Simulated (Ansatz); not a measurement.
## Worked example: self-consistent single point of KMgH3 (Pm-3m, 5 atoms in the cell) in Ansatz

Level of theory: LDA (PW92), default PAW files made with PBE (plane waves; Ansatz, a first-principles code).

The input file:

Ansatz 0.2 input:
```yaml
crystal:
  lattice:
    - [3.96816000, 0.00000000, 0.00000000]
    - [0.00000000, 3.96816000, 0.00000000]
    - [0.00000000, 0.00000000, 3.96816000]
  atoms:
    - { symbol: K, position: [0.00000000, 0.00000000, 0.00000000] }
    - { symbol: Mg, position: [0.50000000, 0.50000000, 0.50000000] }
    - { symbol: H, position: [0.50000000, 0.00000000, 0.50000000] }
    - { symbol: H, position: [0.00000000, 0.50000000, 0.50000000] }
    - { symbol: H, position: [0.50000000, 0.50000000, 0.00000000] }
basis:
  ecutwfc: 420.0
kpoints:
  mp_grid: { grid: [6, 6, 6] }
hamiltonian:
  xc: lda
  pseudopotentials: { kind: paw }
scf:
  occupations: { method: fixed }
output:
  forces: true
  eigenvalues: true
  stress: true
```

Output (repeated stretches shortened):

```
WARN ansatz: RAYON_NUM_THREADS=1 ignored (pool sized by the plan → 1); use --threads N
Pseudopotentials: kind: paw
Pseudopotential: K, paw, valence charge 9
Pseudopotential: Mg, paw, valence charge 10
Pseudopotential: H, paw, valence charge 1
Crystal: 5 atoms, lattice volume = 62.484 Å³
Basis set: ecut = 420 eV, 1213 PW (Γ)
Bands: 16, of which v1, the nominal top of the filled ones, is band 11 counted from 1 (10 counted from 0)
Symmetry: 48 space group operations
Space group: Pm-3m (ITA 221), of the structure as read, at distance tolerance 4.0e-5 Å
k-points: 20 of 216
PAW frozen core: K, regenerated for the run's functional, and the local potential with it
PAW frozen core: Mg, regenerated for the run's functional, and the local potential with it
Initial density: superposition of atomic densities (neutral atoms: chi_scale 0, normalization atom), corrected by the library's trained network
Initial wavefunctions: pseudopotential atomic-orbital guess
Eigensolver: davidson
Functional: x = slater, c = lda
SCF iter   1: F=—  HF=-3446.351331 eV  |F-HF|=—  |Δ(HF+E_count)|=         —  Δρ=1.18e-2  dr2=6.23e-2  ethr=1.77e-3  ⟨swp⟩=4.7  Hψ=1481  notcnv=0  defer=47
all-band conjugate gradients solve this SCF's bands
preconditioner: auto → Resta (q_TF=auto, 2.293 Å⁻¹)
SCF iter   2: F=—  HF=-3446.329089 eV  |F-HF|=—  |Δ(HF+E_count)|=   2.22e-2  Δρ=5.17e-3  dr2=1.28e-2  ethr=2.83e-4  ⟨swp⟩=1.5  Hψ=514  notcnv=0  defer=49
SCF iter   3: F=—  HF=-3446.324100 eV  |F-HF|=—  |Δ(HF+E_count)|=   4.99e-3  Δρ=4.01e-4  dr2=4.90e-5  ethr=5.83e-5  ⟨swp⟩=2.0  Hψ=430  notcnv=0  defer=55
SCF iter   4: F=—  HF=-3446.324111 eV  |F-HF|=—  |Δ(HF+E_count)|=   1.10e-5  Δρ=8.13e-5  dr2=2.25e-6  ethr=2.23e-7  ⟨swp⟩=1.8  Hψ=377  notcnv=0  defer=34
iter 5 did not close the SCF: its close was put off for the readings that it lacked (scf_convergence_deferred on its scf_iter line)
SCF iter   5: F=-3446.324112 eV  HF=-3446.324112 eV  |F-HF|=4.48e-9  |Δ(HF+E_count)|=   1.33e-6  Δρ=9.35e-6  dr2=4.38e-8  ethr=1.02e-8  ⟨swp⟩=2.4  Hψ=432  notcnv=0  defer=37
SCF iter   6: F=-3446.324112 eV  HF=-3446.324112 eV  |F-HF|=1.04e-10  |Δ(HF+E_count)|=   1.01e-8  Δρ=1.82e-6  dr2=2.90e-9  ethr=1.99e-10  ⟨swp⟩=7.4  Hψ=1792  notcnv=0
SCF 1 converged in 6 iterations: F = -3446.324112 eV  dr2 = 2.90e-9
SCF converged after 6 iterations
Free energy (F): -3446.324112 eV
Harris-Foulkes:  -3446.324112 eV  (|F-HF|=1.04e-10)
Internal energy: -3446.324112 eV  (E = F + TS)
E sigma→0 (E₀):  -3446.324112 eV
Fermi energy:    3.282794 eV
--- Per-component energies (eV) ---
  E_band       = -467.186444
  E_kinetic    = 370.267650
  E_local      = -2234.972457  (includes V_loc(G=0)·N_el)
  E_nonlocal   = 115.335521
  E_hartree    = 789.434057
  E_xc         = -188.766715
  E_vxc        = -236.213692  (∫ρ·V_xc dr)
  E_paw        = -1015.032201  (= ΣΔE_a)
  E_vpaw       = -60.468496  (= ΣTr[D̂ρ^β])
  E_aug_tail   = -0.003452  (compensation charges beyond the density's cutoff)
  E_ewald      = -1282.994494
  E_core_change = 0.407979  (= ΣΔE_core)
  E_smearing   = -0.000000  (= −TS)
  E_closure    = 0.000000  (closes the sum)
  Σ components = -3446.324112   (vs F -3446.324112, Δ=0.00e0)
--- Forces (eV/Å), atoms counted from 1 ---
  atom   1  K     -0.00000000    -0.00000000     0.00000000
   [... zero for the other atoms too ...]
  max |Σ_I F_I| component: 7.60e-29 eV/Å
--- Stress (GPa, compression-positive) ---
       -1.585609       0.000000       0.000000
        0.000000      -1.585609      -0.000000
        0.000000      -0.000000      -1.585609
  P = ⅓ Tr σ = -1.5856 GPa (-15.856 kbar)
  The stress holds the Pulay correction. Without it, at fixed plane waves, as pw.x and ABINIT print it: P = -1.6681 GPa
--- Band table (eV; the first three rows and the last of 20) ---
  k-point 0: bands = ["-70.2762", "-37.7030", "-37.7030", "-37.7030", "-25.4397", "-9.0957", "-9.0957", "-9.0957", "-2.4895", "2.7536", "2.7536", "8.9259", "8.9259", "8.9259", "11.2258", "11.2258"]
  k-point 1: bands = ["-70.2762", "-37.7035", "-37.7030", "-37.7030", "-25.4357", "-9.1751", "-9.0895", "-9.0895", "-2.2075", "2.3077", "2.8693", "8.7974", "8.7974", "9.0953", "10.4861", "11.5051"]
  k-point 2: bands = ["-70.2761", "-37.7045", "-37.7029", "-37.7029", "-25.4278", "-9.3264", "-9.0769", "-9.0769", "-1.4503", "1.2256", "3.1315", "8.5348", "8.5348", "9.3294", "9.9162", "12.0784"]
  k-point 19: bands = ["-70.2760", "-37.7048", "-37.7048", "-37.7048", "-25.3952", "-9.2602", "-9.2602", "-9.2602", "1.0478", "1.0478", "1.0478", "5.4795", "8.7672", "8.7672", "8.7672", "13.4429"]
```

The run converged in 6 iterations.

The starting cell comes from a database of computed structures (which also holds hypothetical and non-ambient phases and stackings), without a prior relaxation at this level. Its lattice was rescaled by up to half a per cent. Ansatz's pressure includes its estimate of the finite-basis (Pulay) stress.
